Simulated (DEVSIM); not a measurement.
Structure: Si n-i-p diode, at 350 K.

```csv
layer (left to right),material,thickness (μm),Nd (cm⁻³),Na (cm⁻³),τn (s),τp (s)
1,Si,0.270,7.8e17,-,7e-6,7e-6
2,Si,1.40,-,1.8e11,7e-6,7e-6
3,Si,2.20,-,7.5e17,7e-6,7e-6
```

Left contact: ohmic. Right contact: ohmic. Voltage is applied to the left contact. Recombination: SRH at mid-gap, radiative. Gap narrowing is on: ΔEg = 6.92 meV × (l + √(l² + 0.5)), l = ln(N/1.3e17 cm⁻³), shared equally by both band edges. Mobility is μmin + (μ − μmin)/(1 + (N/Nref)^α).

Constants are typed, rounded textbook-type inputs, not results; the design itself was drawn at random and stands for no fabricated device. Values at 300 K; Nc and Nv go as T^1.5, mobilities as T to minus their exponent, the gap by Varshni's rule with the affinity fixed.

| parameter | Si |
|---|---|
| gap (eV) | 1.124 |
| affinity (eV) | 4.05 |
| permittivity | 11.7 |
| Nc (cm⁻³) | 2.86e19 |
| Nv (cm⁻³) | 3.1e19 |
| μn (cm²/Vs) | 1417 |
| μp (cm²/Vs) | 470 |
| μn,min | 52 |
| μp,min | 45 |
| Nref,n | 9.7e16 |
| Nref,p | 2.2e17 |
| αn | 0.68 |
| αp | 0.72 |
| T exponent of μn | 2.3 |
| T exponent of μp | 2.2 |
| B (cm³/s) | 4.7e-15 |
| Varshni α (eV/K) | 0.000473 |
| Varshni β (K) | 636 |

DEVSIM, 1D drift-diffusion, Boltzmann statistics, complete ionisation; no tunnelling, impact ionisation, image-force lowering or self-heating.

The thickness of layer 1 was swept, all else fixed.

```
thickness of layer 1 (μm)  dark forward voltage at 1 A/cm² (V)  dark forward voltage at 100 A/cm² (V)
-------------------------  -----------------------------------  -------------------------------------
0.054                                                    0.507                                  0.658
0.095                                                    0.523                                  0.672
0.16                                                     0.537                                  0.683
0.27                                                     0.550                                  0.694
0.46                                                     0.562                                  0.705
0.81                                                     0.573                                  0.715
1.4                                                      0.581                                  0.723
```

From the first row to the last the dark forward voltage at 1 A/cm² goes from 0.507 to 0.581. From the first row to the last the dark forward voltage at 100 A/cm² goes from 0.658 to 0.723.
